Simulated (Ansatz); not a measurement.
**A self-consistent single point of CoAl (Pm-3m, 2 atoms in the cell) with Ansatz (a quantum-chemistry and plane-wave program)**

Level of theory: PBEsol, default PAW files made with PBE (plane waves; Ansatz).

Input as run:

Ansatz 0.2 input:
```yaml
# CoAl
crystal:
  lattice:
    - [2.851420, 0.000000, 0.000000]
    - [0.000000, 2.851420, 0.000000]
    - [0.000000, 0.000000, 2.851420]
  atoms:
    - { symbol: Al, position: [0.500000, 0.500000, 0.500000] }
    - { symbol: Co, position: [0.000000, 0.000000, 0.000000] }
basis:
  ecutwfc: 30.9 Ry
kpoints:
  mp_grid: { grid: [12, 12, 12] }
hamiltonian:
  xc: pbesol
  pseudopotentials: { kind: paw }
scf:
  occupations: { method: gaussian, width: 0.0073 Ry }
output:
  forces: true
  eigenvalues: true
  stress: true
```

Output, abridged:

```
WARN ansatz: RAYON_NUM_THREADS=1 ignored (pool sized by the plan → 1); use --threads N
Pseudopotentials: kind: paw
Pseudopotential: Al, paw, valence charge 3
Pseudopotential: Co, paw, valence charge 17
Crystal: 2 atoms, lattice volume = 23.184 Å³
Basis set: ecut = 420.4159175005146 eV, 461 PW (Γ), exchange–correlation on 40×40×40 points (8 copies of the dense FFT grid, shifted against one another)
Bands: 14, of which v1, the nominal top of the filled ones, is band 10 counted from 1 (9 counted from 0)
Symmetry: 48 space group operations
Space group: Pm-3m (ITA 221), of the structure as read, at distance tolerance 2.9e-5 Å
k-points: 84 of 1728
PAW frozen core: Al, regenerated for the run's functional, and the local potential with it
PAW frozen core: Co, regenerated for the run's functional, and the local potential with it
Initial density: superposition of atomic densities (neutral atoms: chi_scale 0, normalization atom), corrected by the library's trained network
Initial wavefunctions: pseudopotential atomic-orbital guess
Eigensolver: davidson
Functional: x = pbesol(κ = 0.804, μ = 0.12345679012345678), c = pbesol(β = 0.046)
SCF iter   1: F=—  HF=-5618.773908 eV  |F-HF|=—  |Δ(HF+E_count)|=         —  Δρ=2.60e-2  dr2=9.61e-2  ethr=1.77e-3  ⟨swp⟩=4.2  Hψ=5458  notcnv=0
all-band conjugate gradients solve this SCF's bands
preconditioner: auto → none
SCF iter   2: F=—  HF=-5618.765108 eV  |F-HF|=—  |Δ(HF+E_count)|=   8.80e-3  Δρ=1.13e-2  dr2=2.06e-2  ethr=4.80e-4  ⟨swp⟩=1.9  Hψ=2038  notcnv=0  defer=5
SCF iter   3: F=—  HF=-5618.762977 eV  |F-HF|=—  |Δ(HF+E_count)|=   2.13e-3  Δρ=1.51e-3  dr2=3.79e-4  ethr=1.03e-4  ⟨swp⟩=1.1  Hψ=1184  notcnv=0  defer=5
SCF iter   4: F=—  HF=-5618.762958 eV  |F-HF|=—  |Δ(HF+E_count)|=   1.88e-5  Δρ=2.38e-4  dr2=3.94e-6  ethr=1.89e-6  ⟨swp⟩=2.0  Hψ=1333  notcnv=0  defer=5
SCF iter   5: F=—  HF=-5618.762932 eV  |F-HF|=—  |Δ(HF+E_count)|=   2.66e-5  Δρ=1.66e-5  dr2=2.30e-8  ethr=1.97e-8  ⟨swp⟩=2.3  Hψ=1655  notcnv=0  defer=5
SCF iter   6: F=-5618.762932 eV  HF=-5618.762932 eV  |F-HF|=1.76e-9  |Δ(HF+E_count)|=   1.80e-9  Δρ=4.53e-6  dr2=2.41e-9  ethr=1.15e-10  ⟨swp⟩=2.3  Hψ=4022  notcnv=0
SCF 1 converged in 6 iterations: F = -5618.762932 eV  dr2 = 2.41e-9
SCF converged after 6 iterations
Free energy (F): -5618.762932 eV
Harris-Foulkes:  -5618.762932 eV  (|F-HF|=1.76e-9)
Internal energy: -5618.758521 eV  (E = F + TS)
E sigma→0 (E₀):  -5618.760726 eV
Entropy (-TS):   -0.004411 eV (-2.205 meV/atom)
Fermi energy:    14.333341 eV
--- Per-component energies (eV) ---
  E_band       = -285.457982
  E_kinetic    = 483.415675
  E_local      = -3674.948414  (includes V_loc(G=0)·N_el)
  E_nonlocal   = 468.389474
  E_hartree    = 1584.848928
  E_xc         = -199.095153
  E_vxc        = -236.205677  (∫ρ·V_xc dr)
  E_paw        = -1940.117685  (= ΣΔE_a)
  E_vpaw       = -495.810717  (= ΣTr[D̂ρ^β])
  E_aug_tail   = 0.000043  (compensation charges beyond the density's cutoff)
  E_ewald      = -2341.458948
  E_core_change = 0.207558  (= ΣΔE_core)
  E_smearing   = -0.004411  (= −TS)
  E_closure    = -0.000000  (closes the sum)
  Σ components = -5618.762932   (vs F -5618.762932, Δ=0.00e0)
--- Forces (eV/Å), atoms counted from 1 ---
  atom   1  Al     0.00000000    -0.00000000     0.00000000
  atom   2  Co    -0.00000000     0.00000000     0.00000000
  max |Σ_I F_I| component: 1.64e-31 eV/Å
--- Stress (GPa, compression-positive) ---
       -5.509859       0.000000       0.000000
        0.000000      -5.509859       0.000000
        0.000000       0.000000      -5.509859
  P = ⅓ Tr σ = -5.5099 GPa (-55.099 kbar)
  The stress holds the Pulay correction. Without it, at fixed plane waves, as pw.x and ABINIT print it: P = -5.6247 GPa
--- Band table (eV; the first three rows and the last of 84) ---
  k-point 0: bands = ["-80.1012", "-43.5322", "-43.5322", "-43.5322", "3.2432", "11.3377", "11.3377", "13.5161", "13.5161", "13.5161", "20.2478", "20.2478", "20.2478", "23.0433"]
  k-point 1: bands = ["-80.1009", "-43.5351", "-43.5320", "-43.5320", "3.3748", "11.3239", "11.3741", "13.4446", "13.4446", "13.5236", "19.0921", "20.4312", "20.4312", "23.0252"]
  k-point 2: bands = ["-80.1004", "-43.5430", "-43.5314", "-43.5314", "3.7667", "11.2298", "11.4756", "13.2608", "13.2608", "13.5443", "17.3149", "20.9525", "20.9525", "22.9724"]
  k-point 83: bands = ["-80.0920", "-43.5669", "-43.5669", "-43.5669", "10.3946", "10.3946", "10.3946", "14.1175", "14.1175", "16.6525", "16.6525", "16.6525", "18.4359", "19.6945"]
```

The run converged in 6 iterations.

The starting cell has typed, rounded lattice constants, without a prior relaxation at this level. Its lattice was rescaled by up to half a per cent. Spin polarisation is off. With a pressure of about -6 GPa the cell is away from its equilibrium volume at this level. Ansatz's pressure includes its estimate of the finite-basis (Pulay) stress.
